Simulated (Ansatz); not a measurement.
## TiTe2 (model structure, started from the anatase type, I4₁/amd, No. 141, 6 atoms in the cell): properties by level of theory

```tsv
level (code)	equilibrium lattice constant a (Å)	lattice parameter c (Å)	formation enthalpy (eV/atom)
PBE (Ansatz)	5.505	11.116	-0.495
PBEsol (Ansatz)	5.424	10.559	-0.515
PBE-D3(BJ) (Ansatz)	5.457	10.228	-0.489
```

Ansatz's density-functional and Hartree–Fock values are scalar-relativistic unless marked +SOC, with PAW data made under PBE.

Computed values are for the static lattice.

A model structure was made by putting elements into a prototype or built by hand; it is no filed structure, need not be a known phase, and can be a saddle point held by its symmetry.

Ansatz is an electronic-structure program.
